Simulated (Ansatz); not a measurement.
**Size effect: Ta₃W (Fm-3m) beside Cu**

Ta₃W (Fm-3m): ρ₀ = 9.09 μΩ·cm, ℓ = 6.05 nm. Cu (Fm-3m): ρ₀ = 1.66 μΩ·cm, ℓ = 40.5 nm. Both at 300 K by PBEsol, DFPT electron-phonon coupling, linearised Boltzmann equation (plane waves, PAW, scalar-relativistic; Ansatz, an electronic-structure program); third figures are kept for the arithmetic, and halving the electron mesh moves ρ₀ by up to 2 and 1 % at 300 K, and ℓ by up to 2 and 1 % (the most at any temperature). Cell of Ta₃W (Fm-3m): a = 4.5846 Å, b = 4.5846 Å, c = 4.5846 Å, α = 60.00°, β = 60.00°, γ = 60.00°.

Square wire of width d: ρ = ρ₀ {1 + (3/4)(1 − p) ℓ/d + (3/2) [R/(1 − R)] ℓ/D}, with p = 0.2, R = 0.15, D = d.

**Question.** Reduce the formula and give each metal's size term.

**Answer.** With D = d the size term is Kρ₀ℓ/d, K = 0.75 × 0.8 + 1.5 × 0.15/0.85 = 0.865. Ta₃W (Fm-3m): ρ₀ℓ = 5.5×10⁻¹⁶ Ω·m², ρ = 9.09 + 48/d. Cu: 6.72×10⁻¹⁶ Ω·m², ρ = 1.66 + 58.2/d (μΩ·cm, d in nm).

**Question.** Do these numbers give a width at which Ta₃W (Fm-3m) overtakes?

**Answer.** d* = K × (67.2 − 55.0)/(9.09 − 1.66) ≈ 1.42 nm, far under the larger ℓ, where the formula is only a guide.

**Question.** Give copper a liner of 1.5 nm on each side that carries no current, and suppose that Ta₃W (Fm-3m) needs no liner. Tabulate ρL/d² for L = 1 μm against the trench width w. Take w = 12, 14, 18, 45 nm.

**Answer.** 
| w (nm) | ρ, Ta₃W (Fm-3m) (μΩ·cm) | Ω/μm, Ta₃W (Fm-3m) | core d (nm) | ρ, Cu (μΩ·cm) | Ω/μm, Cu |
|---|---|---|---|---|---|
| 12 | 13.1 | 910 | 9 | 8.1 | 1000 |
| 14 | 12.5 | 640 | 11 | 6.9 | 570 |
| 18 | 11.7 | 360 | 15 | 5.5 | 250 |
| 45 | 10.1 | 50 | 42 | 3.0 | 17.3 |

The line of Ta₃W (Fm-3m) has the lower resistance at w = 12 nm. The line of Cu has the lower resistance at w = 14, 18, 45 nm. For Cu, d lies under 0.3 ℓ at w = 12, 14 nm, where the formula is only a guide.

The formula is the first-order form of the Fuchs-Sondheimer and Mayadas-Shatzkes models for a square wire of an isotropic metal and fails where d lies far under ℓ. p, R and D are assumed, not computed. Defining ℓ as one path for all states would lower each ρ₀ℓ, not all alike. Only harmonic phonons scatter in ρ₀; disorder, surface states and the phase's stability aren't judged.

Computed structure with no diffraction record at hand here (it may be known, metastable or hypothetical): Ta3W (Fm-3m). The missing spin-orbit coupling matters most for Ta3W (Fm-3m).
